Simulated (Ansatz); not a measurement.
# AgAl (model structure, Cmcm, No. 63, 4 atoms in the cell): properties by level of theory

```csv
level (code),bulk modulus (GPa),cohesive energy (eV/atom)
LDA (Ansatz),96.1,3.81
PBE (Ansatz),80.6,2.95
PBEsol (Ansatz),93.8,3.43
r²SCAN (Ansatz),92.9,3.15
```

Caveats: the bulk modulus is −V dP/dV from two relaxed cells at ±2 % in volume (LDA, PBE, PBEsol, r²SCAN). Ansatz's density-functional and Hartree–Fock values are scalar-relativistic unless marked +SOC, with PAW data made under PBE.

Unless a cell is named, each level is at its own relaxed cell (LDA 16.05, PBE 17.33, PBEsol 16.54, r²SCAN 16.78 Å³/atom).

Free atoms are spin-polarised, in the lowest state found; at levels without +SOC their spin–orbit coupling is left out.

Static lattice: no zero-point or thermal effects.

A model structure was made by putting elements into a prototype or built by hand; it is no filed structure, need not be a known phase, and can be a saddle point held by its symmetry.

Ansatz is a program for electronic structure.
